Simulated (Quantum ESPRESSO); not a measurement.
Quantum ESPRESSO run on CdSe (F-43m, 2 atoms in the cell): self-consistent single point.

Method: PBE, SSSP 1.1.2 efficiency (PBE) pseudopotentials (plane waves; Quantum ESPRESSO 7.5).

The change in words: lattice scaled by 0.98. Reference geometry:
```
CELL_PARAMETERS angstrom
      0.00000     3.04202     3.04202
      3.04202     0.00000     3.04202
      3.04202     3.04202     0.00000
ATOMIC_POSITIONS crystal
  Cd 0.00000 0.00000 0.00000
  Se 0.75000 0.75000 0.75000
```

Reference input (self-consistent single point, DFT, PBE, plane waves, SSSP 1.1.2 efficiency (PBE) pseudopotentials): ecutwfc = 45 Ry; ecutrho = 360 Ry; occupations = fixed; potentials = {Cd: Cd.pbe-dn-rrkjus_psl.0.3.1.UPF, Se: Se_pbe_v1.uspp.F.UPF}; K_POINTS = automatic 6 6 6 0 0 0; nbnd = 15; conv_thr = 1e-10 Ry; mixing_beta = 0.4. This run's input differs from it in these lines:

```diff
@@ -25,8 +25,8 @@
 CELL_PARAMETERS {angstrom}
-   0.00000000     3.04202400     3.04202400
-   3.04202400     0.00000000     3.04202400
-   3.04202400     3.04202400     0.00000000
+   0.00000000     2.98118400     2.98118400
+   2.98118400     0.00000000     2.98118400
+   2.98118400     2.98118400     0.00000000
 ATOMIC_POSITIONS {angstrom}
 Cd    0.00000000    0.00000000    0.00000000
-Se    4.56303600    4.56303600    4.56303600
+Se    4.47177600    4.47177600    4.47177600
 K_POINTS {automatic}
```

The program printed (abridged):

```
     Self-consistent Calculation

     iteration #  1     ecut=    45.00 Ry     beta= 0.40

     Threshold (ethr) on eigenvalues was too large:
     Diagonalizing with lowered threshold

     total energy              =    -165.91919542 Ry
     estimated scf accuracy    <       0.05976257 Ry

     iteration #  2     ecut=    45.00 Ry     beta= 0.40

     total energy              =    -165.92620059 Ry
     estimated scf accuracy    <       0.00561540 Ry

     iteration #  3     ecut=    45.00 Ry     beta= 0.40

     total energy              =    -165.92684440 Ry
     estimated scf accuracy    <       0.00090552 Ry

   [... 5 blocks of this kind left out ...]

     iteration #  9     ecut=    45.00 Ry     beta= 0.40

     total energy              =    -165.92697673 Ry
     estimated scf accuracy    <          1.5E-10 Ry

     iteration # 10     ecut=    45.00 Ry     beta= 0.40
     End of self-consistent calculation

     highest occupied, lowest unoccupied level (ev):     5.9027    6.6042

!    total energy              =    -165.92697674 Ry
     estimated scf accuracy    <          2.3E-11 Ry

     convergence has been achieved in  10 iterations

     Forces acting on atoms (cartesian axes, Ry/au):

     atom    1 type  1   force =     0.00000000    0.00000000    0.00000000
     atom    2 type  2   force =     0.00000000    0.00000000   -0.00000000

     Total force =     0.000000     Total SCF correction =     0.000000

          total   stress  (Ry/bohr**3)                   (kbar)     P=       62.01
   0.00042153   0.00000000   0.00000000           62.01        0.00        0.00
   0.00000000   0.00042153   0.00000000            0.00       62.01        0.00
   0.00000000   0.00000000   0.00042153            0.00        0.00       62.01

   JOB DONE.
```

The run converged in 10 iterations. Against the reference run the free energy rises by 49.5 meV/atom, the pressure goes from 2.21 to 6.20 GPa and the gap on the mesh goes from 0.580 to 0.701 eV.

The starting cell comes from a database of computed structures (which also holds hypothetical and non-ambient phases and stackings), without a prior relaxation at this level. Its lattice was rescaled by a random factor within 2.5 % of one. For this run, on top of that: lattice scaled by 0.98. With a pressure of about 6 GPa the cell is away from its equilibrium volume at this level.
